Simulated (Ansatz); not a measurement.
A self-consistent single point of Ag₃Au (I4mm, 4 atoms in the cell) with Ansatz (a first-principles code).

Computed with PBEsol, default PAW files made with PBE (plane waves; Ansatz).

The change in words: lattice scaled by 0.98; basis.ecutwfc: 420 eV → 250 eV. Reference geometry:
```
CELL_PARAMETERS angstrom
     -2.05332     2.05332     4.08531
      2.05332    -2.05332     4.08531
      2.05332     2.05332    -4.08531
ATOMIC_POSITIONS crystal
  Ag 0.75000 0.25000 0.50000
  Ag 0.25000 0.75000 0.50000
  Ag 0.50612 0.50612 0.00000
  Au 0.00000 0.00000 0.00000
```

Reference input (self-consistent single point, DFT, PBEsol, plane waves, default PAW files made with PBE): basis.ecutwfc = 420 eV; kpoints.mp_grid.grid = 8 8 8; hamiltonian.xc = pbesol; hamiltonian.pseudopotentials = {kind: paw} (the program's default PAW files); scf.occupations.method = gaussian; scf.occupations.width = 0.1 eV. This run's input differs from it in these lines:

Ansatz 0.2 input:
```diff
@@ -3,5 +3,5 @@
   lattice:
-    - [-2.053322, 2.053322, 4.085307]
-    - [2.053322, -2.053322, 4.085307]
-    - [2.053322, 2.053322, -4.085307]
+    - [-2.012256, 2.012256, 4.003601]
+    - [2.012256, -2.012256, 4.003601]
+    - [2.012256, 2.012256, -4.003601]
   atoms:
@@ -12,3 +12,3 @@
 basis:
-  ecutwfc: 420.0
+  ecutwfc: 250.0
 kpoints:
```

Output (repeated stretches shortened):

```
SCF iter   1: F=—  HF=-35569.020628 eV  |F-HF|=—  |Δ(HF+E_count)|=         —  Δρ=4.49e-2  dr2=6.66e-1  ethr=1.77e-3  ⟨swp⟩=5.4  Hψ=8439  notcnv=0  defer=34
all-band conjugate gradients solve this SCF's bands
preconditioner: auto → Kerker (q_TF=auto, 2.801 Å⁻¹)
SCF iter   2: F=—  HF=-35568.754533 eV  |F-HF|=—  |Δ(HF+E_count)|=   2.66e-1  Δρ=1.38e-2  dr2=3.42e-2  ethr=8.76e-4  ⟨swp⟩=2.3  Hψ=4911  notcnv=0  defer=155
   [... lines left out ...]
SCF iter   4: F=—  HF=-35568.753878 eV  |F-HF|=—  |Δ(HF+E_count)|=   1.08e-3  Δρ=1.19e-3  dr2=5.93e-4  ethr=1.00e-5  ⟨swp⟩=1.2  Hψ=2571  notcnv=0  defer=155
SCF iter   5: F=—  HF=-35568.753742 eV  |F-HF|=—  |Δ(HF+E_count)|=   1.36e-4  Δρ=2.44e-4  dr2=1.53e-5  ethr=7.80e-7  ⟨swp⟩=2.1  Hψ=4497  notcnv=0  defer=155
SCF iter   6: F=—  HF=-35568.753749 eV  |F-HF|=—  |Δ(HF+E_count)|=   6.61e-6  Δρ=3.83e-5  dr2=5.96e-7  ethr=2.01e-8  ⟨swp⟩=2.4  Hψ=4330  notcnv=0  defer=155
SCF iter   7: F=-35568.753749 eV  HF=-35568.753749 eV  |F-HF|=3.87e-8  |Δ(HF+E_count)|=   1.58e-8  Δρ=1.17e-5  dr2=7.29e-8  ethr=1.32e-10  ⟨swp⟩=8.8  Hψ=10859  notcnv=0
SCF 1 converged in 7 iterations: F = -35568.753749 eV  dr2 = 7.29e-8
Free energy (F): -35568.753749 eV
Internal energy: -35568.749488 eV  (E = F + TS)
E sigma→0 (E₀):  -35568.751619 eV
Entropy (-TS):   -0.004261 eV (-1.065 meV/atom)
Fermi energy:    19.220667 eV
--- Forces (eV/Å), atoms counted from 1 ---
  atom   1  Ag     0.00000000    -0.00000000     0.22124893
  atom   2  Ag    -0.00000000     0.00000000     0.22124893
  atom   3  Ag     0.00000000     0.00000000    -0.40886475
  atom   4  Au    -0.00000000     0.00000000    -0.03363014
--- Stress (GPa, compression-positive) ---
        8.875161      -0.000000       0.000000
       -0.000000       8.875161       0.000000
        0.000000      -0.000000       8.909428
  P = ⅓ Tr σ = 8.8866 GPa (88.866 kbar)
  The stress holds the Pulay correction. Without it, at fixed plane waves, as pw.x and ABINIT print it: P = -88.4833 GPa
```

The run converged in 7 iterations. Against the reference run the free energy rises by 1.31 eV/atom, the pressure goes from -3.48 to 8.89 GPa and the largest force goes from 0.236 to 0.409 eV/Å.

The starting cell comes from a database of computed structures (which also holds hypothetical and non-ambient phases and stackings), without a prior relaxation at this level. Its lattice was rescaled by up to half a per cent. One atom was moved a little off its site on purpose. For this run, on top of that: lattice scaled by 0.98. Ansatz's pressure includes its estimate of the finite-basis (Pulay) stress. Without the estimate this run gives -88.48 GPa. The cutoff lies below the one recommended for these files.
